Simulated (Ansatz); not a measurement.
The starting structures come from a database of crystals and need not be the phases stable at ambient conditions.

 Where the default PAW files enter, the runs use the earlier of Ansatz's two default sets.

Tunnelling through a barrier is set by its complex band structure: the current falls as exp(−2κd) with the smallest κ.

Given:

```yaml
crystal:
  lattice:
    - [6.58677, 0.00000, 0.00000]
    - [0.00000, 6.92238, 0.00000]
    - [0.00000, 3.46119, 1.99832]
  atoms:
    - { symbol: Be, position: [0.49957, 0.33333, 0.00000] }
    - { symbol: Be, position: [0.99957, 0.66667, 0.00000] }
    - { symbol: Te, position: [0.12543, 0.33333, 0.00000] }
    - { symbol: Te, position: [0.62543, 0.66667, 0.00000] }
```

Space group of this cell: P6_3mc, wurtzite. The cell is taken as given.

Transport runs along the normal of the first two printed cell vectors, the (110) plane of the conventional cell.

The gap is the functional's own, uncorrected, and κ follows it; spin-orbit coupling is left out. Mid-gap values are interpolated between the computed energies.

Compute, with Ansatz (a quantum-chemistry and plane-wave program) with r2SCAN, the band gap and the smallest decay constant κ at mid-gap.

Gap 2.59 eV on a 6×16×16 mesh; κ = 0.189 1/Å, at the zone centre.
